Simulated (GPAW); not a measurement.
Input and output of a self-consistent single point for TiB2 (P6/mmm, 3 atoms in the cell) (GPAW).

Method: PBE, GPAW PAW datasets PBE (gpaw-data 1.0.1) (plane waves; GPAW 25.7.0).

The change in words: lattice scaled by 0.98. Reference geometry:
```yaml
crystal:
  lattice:
    - [3.02593, 0.00000, 0.00000]
    - [-1.51296, 2.62053, 0.00000]
    - [0.00000, 0.00000, 3.22877]
  atoms:
    - { symbol: Ti, position: [0.00000, 0.00000, 0.00000] }
    - { symbol: B, position: [0.33333, 0.66667, 0.50000] }
    - { symbol: B, position: [0.66667, 0.33333, 0.50000] }
```

Reference input (self-consistent single point, DFT PBE, plane waves, GPAW PAW datasets PBE (gpaw-data 1.0.1)): mode = pw; ecut = 900 eV; xc = PBE; kpts = 8 8 7; mesh shift (steps) = 0 0 0; occupations.name = methfessel-paxton; occupations.width = 0.136 eV; occupations.order = 0; nbands = -11; convergence.density = 1e-05 e/electron; convergence.energy = 1e-05 eV/electron; symmetry.symmorphic = false. This run's input differs from it in these lines:

```diff
@@ -5,8 +5,8 @@
 atoms = Atoms(['Ti', 'B', 'B'],
-              cell=[[3.025930, 0.000000, 0.000000],
-                    [-1.512965, 2.620532, 0.000000],
-                    [0.000000, 0.000000, 3.228770]],
+              cell=[[2.965411, 0.000000, 0.000000],
+                    [-1.482706, 2.568121, 0.000000],
+                    [0.000000, 0.000000, 3.164195]],
               positions=[[0.000000, 0.000000, 0.000000],
-                         [-0.000002, 1.747022, 1.614385],
-                         [1.512967, 0.873510, 1.614385]],
+                         [-0.000002, 1.712082, 1.582097],
+                         [1.482707, 0.856039, 1.582097]],
               pbc=True)
```

Log, with long lists cut:

```
     iter     time        total  log10-change:
                         energy   eigst   dens
iter:   1 --:--:--   -25.090326
iter:   2 --:--:--   -24.532102   -1.47  -1.02
iter:   3 --:--:--   -23.251391   -1.10  -1.08
iter:   4 --:--:--   -23.194548   -2.60  -1.72
iter:   5 --:--:--   -23.210492   -2.24  -1.64
iter:   6 --:--:--   -23.213334   -2.84  -2.19
iter:   7 --:--:--   -23.212591   -4.86  -2.33
iter:   8 --:--:--   -23.205509   -3.32  -2.35
iter:   9 --:--:--   -23.205444   -5.19  -3.13
iter:  10 --:--:--   -23.205429c  -6.12  -3.44
iter:  11 --:--:--   -23.205426c  -5.86  -3.62
iter:  12 --:--:--   -23.205426c  -7.43c -4.19
iter:  13 --:--:--   -23.205426c  -8.07c -4.17
iter:  14 --:--:--   -23.205426c  -9.22c -4.42
iter:  15 --:--:--   -23.205426c  -8.13c -4.45
iter:  16 --:--:--   -23.205426c  -7.68c -4.62
iter:  17 --:--:--   -23.205426c  -9.06c -4.95
iter:  18 --:--:--   -23.205426c  -9.17c -4.97
iter:  19 --:--:--   -23.205426c -10.30c -5.43c
Converged after 19 iterations.

Dipole moment: (-0.000000, -0.000000, -0.000003) |e|*Ang

Energy contributions relative to reference atoms: (reference = -24562.993416)

Kinetic:        +30.048228
Potential:      -26.018073
External:        +0.000000
XC:             -27.277546
Entropy (-ST):   -0.000328
Local:           +0.042129
SIC:             +0.000000
--------------------------
Free energy:    -23.205590
Extrapolated:   -23.205426

Showing only first 2 kpts
 Kpt  Band  Eigenvalues  Occupancy
  0     7      9.89726    2.00000
  0     8     10.00280    2.00000
  0     9     14.36395    0.00000
  0    10     14.36396    0.00000

  1     7      9.76376    2.00000
  1     8     11.61608    2.00000
  1     9     13.71003    0.00000
  1    10     13.71005    0.00000

Fermi level: 12.35162

No gap
No difference between direct/indirect transitions
Energy (eV): -23.205426

Forces in eV/Ang:
  0 Ti   -0.00000   -0.00000    0.00000
  1 B     0.00000    0.00000    0.00000
  2 B    -0.00000    0.00000    0.00000

Stress tensor:
    -0.131804    -0.000000     0.000000
    -0.000000    -0.131804     0.000000
     0.000000     0.000000    -0.094289
Stress (GPa, Voigt): [-21.1174 -21.1174 -15.1068   0.       0.      -0.    ]
```

The run converged in 19 iterations. GPAW prints stress with tension positive. Against the reference run the free energy goes up by 31.6 meV/atom.

At such cutoffs GPAW's stress carries a finite-basis (Pulay) error, which enters relaxed cells too; its log prints stress with tension positive.

The starting cell comes from a database of computed structures (which also holds hypothetical and non-ambient phases and stackings), without a prior relaxation at this level. For this run, on top of that: lattice scaled by 0.98. Spin polarisation is off.
